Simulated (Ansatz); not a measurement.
```
CELL_PARAMETERS angstrom
      6.05403     0.07249     0.00415
     -2.96424     5.13422     0.00000
      0.00340     0.00196     4.77320
ATOMIC_POSITIONS crystal
  Be 0.33426 0.17415 0.00102
  Be 0.17409 0.33705 0.51077
  O  0.30998 0.18437 0.65922
  O  0.20191 0.35095 0.15341
  Be 0.33426 0.66011 0.00102
  Zn 0.18245 0.84123 0.50181
  O  0.30998 0.62561 0.65922
  O  0.20110 0.85055 0.09389
  Zn 0.85651 0.17826 0.00713
  Zn 0.64567 0.31610 0.50382
  O  0.87454 0.18727 0.59800
  O  0.62626 0.30891 0.09877
  Zn 0.84031 0.67015 0.00742
  Zn 0.64567 0.82957 0.50382
  O  0.83676 0.66838 0.60351
  O  0.62626 0.81736 0.09877
```

Relaxed-ion tensors in this frame from LDA density-functional theory in Ansatz (plane waves, PAW). Proper piezoelectric stress tensor e (C/m²):

```
 0.05   0.08   0.00   0.08   0.36  -0.19
-0.14   0.21   0.00   0.27   0.08  -0.01
 0.56   0.50  -1.45   0.00   0.00   0.06
```

Stiffness C (GPa):

```
 295   141   125  -0.6   5.6  11.3
 141   268   115   4.5   1.3  11.6
 125   115   266   2.2   3.9   8.7
-0.6   4.5   2.2  59.9   4.5   2.1
 5.6   1.3   3.9   4.5  65.1  -0.1
11.3  11.6   8.7   2.1  -0.1  70.1
```

The ordered cell is a computed model, not a synthesised structure.

Problem. Obtain the piezoelectric strain tensor d.

Solution. d = e S with S = C⁻¹, in pC/N:

```
 0.1   0.4  -0.2   1.0   5.5  -2.8
-1.1   1.3  -0.1   4.3   1.0  -0.3
 3.9   3.6  -8.9   0.1   0.1   0.7
```

Ansatz is a first-principles code.
